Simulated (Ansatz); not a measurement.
**AlCr2C, pressure series**

The reference is AlCr$_{2}$C (space group P6_3/mmc, No. 194; a = 2.812 Å, c = 12.600 Å; non-magnetic).

Cell and atoms are relaxed at each pressure.

Method: Kohn–Sham DFT with the PBEsol functional, run in Ansatz (a quantum-chemistry and plane-wave program) with PAW and 420 eV plane waves, no spin-orbit coupling, earlier PAW set.

Notes on the quantities. enthalpy: H = E + PV relative to the base's energy.

```
change               density   c/a ratio       enthalpy
----------------  ----------  ----------  -------------
base              5.50 g/cm³       4.481              –
pressure −2 GPa   5.45 g/cm³       4.480  -0.14 eV/atom
pressure −1 GPa   5.48 g/cm³       4.480  -0.07 eV/atom
pressure 0.3 GPa  5.51 g/cm³       4.481  +0.02 eV/atom
pressure 0.7 GPa  5.52 g/cm³       4.481  +0.05 eV/atom
pressure 1.5 GPa  (withheld)       4.482  +0.10 eV/atom
pressure 3 GPa    5.58 g/cm³       4.483  +0.20 eV/atom
pressure 5 GPa    (withheld)  (withheld)  +0.33 eV/atom
pressure 7.5 GPa  5.70 g/cm³  (withheld)  +0.50 eV/atom
pressure 10 GPa   5.76 g/cm³       4.487  +0.66 eV/atom
```

**Question.** Fill in the withheld entries from the trend.

**Answer.** 
- pressure 1.5 GPa, density: 5.54 g/cm³
- pressure 5 GPa, density: 5.63 g/cm³
- pressure 5 GPa, c/a ratio: 4.484
- pressure 7.5 GPa, c/a ratio: 4.485

Load acts through the strain it causes; cell and atoms are relaxed under it. Whether these cells are dynamically stable was not tested. Competing high-pressure phases were not computed. Seeded moments were not kept for the base. All final runs are without spin polarisation.
